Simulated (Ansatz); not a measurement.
The reference is WSe₂ (space group P6_3/mmc, No. 194; layered, stacked along the Cartesian z axis).

```xyz
6
Lattice="3.2790 0.0000 0.0000 -1.6395 2.8397 0.0000 0.0000 0.0000 12.7862" Properties=species:S:1:pos:R:3 pbc="T T T"
W      1.6395     0.9466     9.5897
W      0.0000     1.8932     3.1966
Se     1.6395     0.9466     4.8808
Se     0.0000     1.8932    11.2739
Se     0.0000     1.8932     7.9054
Se     1.6395     0.9466     1.5123
```

Computed with Kohn–Sham DFT with the PBE-D3(BJ) functional, run in Ansatz (a first-principles code) with PAW and 420 eV plane waves, scalar-relativistic without spin-orbit coupling.

Strains are applied to the cell and any free atomic positions relax.

One change was made to it. Results:

The band gap goes up by 0.07 eV to 0.94 eV; the largest internal atomic displacement is 0.081 Å; the valence-band top at Γ (three highest levels, from the VBM) goes from 0.00, -0.96, -1.20 eV to 0.00, -0.86, -1.08 eV; the energy increases by 30 meV/atom.

Task: Name the change that was made.
(A) isotropic strain +3.00 %
(B) isotropic strain +1.80 %
(C) isotropic strain +2.40 %
(D) isotropic strain +1.20 %

Result: A, isotropic strain +3.00 %. For comparison, the valence-band top at Γ in the other runs: isotropic strain +1.80 % gives 0.00, -0.98, -1.04 eV; isotropic strain +2.40 % gives 0.00, -0.92, -1.06 eV; isotropic strain +1.20 % gives 0.00, -1.02, -1.05 eV.

With W present, leaving out spin-orbit coupling can change the band edges. Whether these cells are dynamically stable was not tested.
